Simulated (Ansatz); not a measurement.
Base system: Ir in the fcc (Cu type) structure (space group Fm-3m, No. 225; a = 3.812 Å; relaxed with 0.1 eV smearing). Axes: x, y, z lie along the cube axes.

Calculations: LDA/PAW in Ansatz (a program for electronic structure), no spin-orbit coupling.

Strains are applied to the cell and any free atomic positions relax; under biaxial strain the out-of-plane vector relaxes too.

One change was made to it. Results:

```csv
quantity,base,after
energy relative to the base (free energy F),0 meV/atom,+6.0 meV/atom
volume per atom,13.85 Å³,14.01 Å³
```

Q: Which of these changes matches the shifts?
(A) biaxial strain +2.50 %, plane normal [001], relaxed out of plane
(B) biaxial strain +2.00 %, plane normal [001], relaxed out of plane
(C) biaxial strain +1.00 %, plane normal [001], relaxed out of plane
(D) biaxial strain −3.00 %, plane normal [001], relaxed out of plane
(E) biaxial strain +3.00 %, plane normal [001], relaxed out of plane

A: C, biaxial strain +1.00 %, plane normal [001], relaxed out of plane. For comparison, the energy relative to the base in the other runs: biaxial strain +2.50 %, plane normal [001], relaxed out of plane gives +36 meV/atom; biaxial strain −3.00 %, plane normal [001], relaxed out of plane gives +62 meV/atom; biaxial strain +2.00 %, plane normal [001], relaxed out of plane gives +23 meV/atom; biaxial strain +3.00 %, plane normal [001], relaxed out of plane gives +51 meV/atom.

No phonon test of stability was made. All final runs are without spin polarisation.
